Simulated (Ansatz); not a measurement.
The reference is TiAl (space group P4/mmm, No. 123; a = 2.796 Å, c = 4.038 Å; relaxed with 0.1 eV smearing).

Method: PBEsol (Ansatz, a program for electronic structure), no spin-orbit coupling.

Strains are applied to the cell and any free atomic positions relax.

One change was made to it. Results:

```json
[
 {"quantity": "pressure (mean of the normal stresses, compression positive)", "base": "0.0 GPa", "after": "10.5 GPa"},
 {"quantity": "energy relative to the base (free energy F)", "base": "0 meV/atom", "after": "+36 meV/atom"}
]
```

Q: Which change produced these results?
A. isotropic strain −2.50 %
B. isotropic strain +2.00 %
C. isotropic strain −1.50 %
D. isotropic strain −3.00 %

A: A, isotropic strain −2.50 %. For comparison, the energy relative to the base in the other runs: isotropic strain +2.00 % gives +20 meV/atom; isotropic strain −1.50 % gives +13 meV/atom; isotropic strain −3.00 % gives +52 meV/atom.

No phonon test of stability was made. All final runs are without spin polarisation.
